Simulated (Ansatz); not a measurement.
# Ni3Ge (Pm-3m, No. 221, 4 atoms in the cell; start mp-21008)

All values below come from r²SCAN in Ansatz (plane waves, PAW).

Numerical settings: plane-wave cutoff 560 eV, 16×16×16 k mesh, Fermi–Dirac smearing 0.05 eV, no spin polarisation, scalar-relativistic PAW data made under PBE.

Cell (relaxed at this level):

Ni3Ge has the cubic space group Pm-3m (No. 221), the Cu3Au type structure, Pearson symbol cP4. Conventional cell: a = 3.534 Å, b = 3.534 Å, c = 3.534 Å, α = 90.00°, β = 90.00°, γ = 90.00°. Ni on 3c is coordinated by 8 Ni at 2.499 Å and 4 Ge at 2.499 Å (cuboctahedral). Ge on 1a sees 12 Ni at 2.499 Å (cuboctahedral). (Neighbours: up to the widest gap in distance over summed covalent radii, below 1.35, at either atom; cation-cation and far metal-metal contacts left out.)

* **band gap**: zero (no gap)
* **bulk modulus**: 216 GPa

Note: the relaxation could not lower the start's symmetry, so the cell can be a saddle point above a distorted one; the bulk modulus is −V dP/dV from two relaxed cells at ±2 % in volume.

Spin–orbit coupling is not included.

The result took roughly 70 core-seconds.

A start named mp-… is a Materials Project structure, which need not be a measured phase.

Ansatz is a program for electronic structure.
